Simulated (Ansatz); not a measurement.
We consider BiVO4 (I4₁/a, No. 88, 12 atoms in the cell; start mp-23044; high-temperature phase), described by r²SCAN+rVV10 in Ansatz (plane waves, PAW).

Run with plane-wave cutoff 500 eV, 12×12×12 k mesh, Fermi–Dirac smearing 0.05 eV, no spin polarisation, scalar-relativistic PAW data made under PBE.

Cell (relaxed at this level):

```
CELL_PARAMETERS angstrom
     -2.55328     2.55328     5.78371
      2.55328    -2.55328     5.78371
      2.55328     2.55328    -5.78371
ATOMIC_POSITIONS crystal
  V  0.50000 0.50000 0.00000
  V  0.25000 0.75000 0.50000
  Bi 0.00000 0.00000 0.00000
  Bi 0.75000 0.25000 0.50000
  O  0.17173 0.56058 0.89068
  O  0.31058 0.91990 0.88885
  O  0.66990 0.28105 0.10932
  O  0.03105 0.42173 0.11115
  O  0.57827 0.68942 0.60932
  O  0.43942 0.33010 0.61115
  O  0.08010 0.96895 0.39068
  O  0.71895 0.82827 0.38885
```

Task: Predict the band gap.

Result: 
band gap: 2.37 eV (on the SCF k mesh)

Note: the relaxation could not lower the start's symmetry, so the cell can be a saddle point above a distorted one.

Spin–orbit coupling is not included; with these elements it can move the gap by several tenths of an eV or more.

Static lattice: no zero-point or thermal effects.

Cost on a shared machine: roughly 16 core-minutes.

A start named mp-… is a Materials Project structure, which need not be a measured phase.

Ansatz is a quantum-chemistry and plane-wave program.
